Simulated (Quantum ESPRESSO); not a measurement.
Quantum ESPRESSO 7.5, DFT, PBE, plane waves, PseudoDojo 0.5 standard norm-conserving PBE (local tails restored to the Coulomb form): rock-salt NaCl, 2 atoms. Basis and mesh were picked for this test and aren't claimed converged.

```json
{
  "cell": "3.99, 3.99, 3.99 Å; 60, 60, 60°",
  "task": "phonons by DFPT",
  "k mesh": "8×8×8",
  "ecutwfc": "88 Ry",
  "ecutrho": "352 Ry",
  "occupations": "fixed",
  "conv_thr": "1e-12 Ry",
  "tprnfor": "true",
  "tstress": "false",
  "tr2_ph": "1e-14",
  "q": "[0, 0, 0] 2π/alat, Cartesian",
  "k-points computed": "29"
}
```

Hardware: AMD EPYC (Zen 5), 96 cores on 1 socket, no SMT, 12 L3 cache groups; 94 cores' worth of CPU time may be used.

Each time is the median wall time of two to five repeats, run one at a time on the otherwise empty machine; start-up is included. Unless noted, each process is bound to its own block of adjacent cores. Build: conda-forge: Open MPI 5.0, OpenMP, OpenBLAS 0.3.34 (pthreads), FFTW, ScaLAPACK, ELPA. Other compilers and libraries give other times. Scratch files lie in a memory file system. A preparatory run goes ahead and isn't timed.

Base settings, kept where nothing else is said: -nk 12, nmix_ph = 4 (default), alpha_mix(1) = 0.7 (default). Ways to run it:
- 48 ranks, -nk 16
- 24 ranks, alpha_mix(1) = 0.2
- 24 ranks, -nk 4
- 24 ranks, nmix_ph = 8
- 24 ranks
- 24 ranks, nmix_ph = 2
- 8 ranks, -nk 8
- 24 ranks, alpha_mix(1) = 1
- 16 ranks, -nk 16
- 32 ranks, -nk 16
- 24 ranks, -nk 2
- 24 ranks, nmix_ph = 16
- 64 ranks, -nk 16
- 4 ranks, -nk 4
- 24 ranks, alpha_mix(1) = 0.4
- 24 ranks, -nk 1

Which of these needs the most memory in all, and which the least?

Most: 64 ranks, -nk 16, 2.8 GiB; least: 4 ranks, -nk 4, 0.55 GiB (peak over all processes with shared segments and scratch files, sampled up to once a second, or the high-water mark of the largest process where that is more).

```
way                           memory in all  wall time
----------------------------  -------------  ---------
4 ranks, -nk 4                     0.55 GiB       25 s
24 ranks, -nk 1                    0.67 GiB       12 s
24 ranks, -nk 2                    0.76 GiB      8.7 s
24 ranks, -nk 4                    0.93 GiB      8.3 s
8 ranks, -nk 8                      1.0 GiB       16 s
24 ranks, nmix_ph = 2               1.4 GiB      9.4 s
24 ranks, nmix_ph = 16              1.6 GiB      8.9 s
24 ranks, nmix_ph = 8               1.6 GiB      8.8 s
24 ranks                            1.6 GiB      8.8 s
24 ranks, alpha_mix(1) = 1          1.6 GiB      8.9 s
24 ranks, alpha_mix(1) = 0.2        1.7 GiB       11 s
24 ranks, alpha_mix(1) = 0.4        1.7 GiB       10 s
16 ranks, -nk 16                    2.0 GiB     10.0 s
32 ranks, -nk 16                    2.2 GiB      7.2 s
48 ranks, -nk 16                    2.4 GiB      6.4 s
64 ranks, -nk 16                    2.8 GiB      6.0 s
```
